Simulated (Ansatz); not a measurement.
An Ansatz (a program for electronic structure) run: K with a change (isotropic strain −1.00 %); PBEsol (Ansatz), scalar-relativistic without spin-orbit coupling.

Input:

Ansatz 0.2 input:
```yaml
crystal:
  lattice:
    - [-2.5812345149, 2.5812345149, 2.5812345149]
    - [2.5812345149, -2.5812345149, 2.5812345149]
    - [2.5812345149, 2.5812345149, -2.5812345149]
  atoms:
    - { symbol: K, position: [0, 0, 0] }
basis: { ecutwfc: 420, ecutrho_ratio: 4, xc_grid: 2, fft_grid_basis: typed }
kpoints: { mp_grid: { grid: [18, 18, 18] } }
hamiltonian:
  xc: pbesol
  dispersion: none
  pseudopotentials: { kind: paw }
scf: { occupations: { method: fermi_dirac, width: 0.1 }, convergence: { dr2_threshold: 0.0000000001 } }
relax: { f_tol: 0.005, max_steps: 50 }
output: { forces: true, stress: true }
checkpoint: { write: state.ck, write_every: 1000 }
```

Output (explanatory and most iteration lines left out):

```
Relaxation: its limit of steps is 50 (relax.max_steps)
Pseudopotential: K, paw, valence charge 9
Crystal: 1 atoms, lattice volume = 68.793 Å³
Basis set: ecut = 420 eV, 1409 PW (Γ), exchange–correlation on 60×60×60 points (8 copies of the dense FFT grid, shifted against one another)
Bands: 9, of which v1, the nominal top of the filled ones, is band 5 counted from 1 (4 counted from 0)
Symmetry: 48 space group operations
Space group: Im-3m (ITA 229), of the structure as read, at distance tolerance 4.1e-5 Å
k-points: 195 of 5832
Functional: x = pbesol(κ = 0.804, μ = 0.12345679012345678), c = pbesol(β = 0.046)
SCF iter   1: F=—  HF=-1516.040261 eV  |F-HF|=—  |Δ(HF+E_count)|=         —  Δρ=1.28e-3  dr2=6.34e-4  ethr=1.77e-3  ⟨swp⟩=5.2  Hψ=12810  notcnv=0
SCF iter   2: F=—  HF=-1516.039846 eV  |F-HF|=—  |Δ(HF+E_count)|=   4.15e-4  Δρ=5.40e-4  dr2=8.23e-5  ethr=7.04e-6  ⟨swp⟩=2.0  Hψ=3978  notcnv=0
SCF 1 converged in 7 iterations: F = -1516.039836 eV  dr2 = 3.64e-11
relax step   1: F+E_penalty+E_count = -1516.03983635 eV  Δ(F+E_penalty+E_count) = +0.000e0 eV  max|allowed force component| = 0.000e0 eV/Å  Δτ_max = 0.0000 Å  (7 SCF iters, accepted)
SCF converged after 7 iterations
Free energy (F): -1516.039836 eV
Internal energy: -1516.014979 eV  (E = F + TS)
E sigma→0 (E₀):  -1516.027408 eV
Entropy (-TS):   -0.024857 eV (-24.857 meV/atom)
Fermi energy:    1.991530 eV
--- Forces (eV/Å), atoms counted from 1 ---
  atom   1  K      0.00000000    -0.00000000    -0.00000000
--- Stress (GPa, compression-positive) ---
        0.128104       0.000000       0.000000
       -0.000000       0.128104      -0.000000
       -0.000000      -0.000000       0.128104
  P = ⅓ Tr σ = 0.1281 GPa (1.281 kbar)
--- Relaxed structure (1 steps of the walk, 1 accepted, 0 SCFs on fresh bases) ---
  atoms:
    - { symbol: K, position: [0.0, 0.0, 0.0] }
```

Stability against distortions was not tested. The cell was made from K in the bcc (W type) structure (space group Im-3m, No. 229) by this change: isotropic strain −1.00 %.
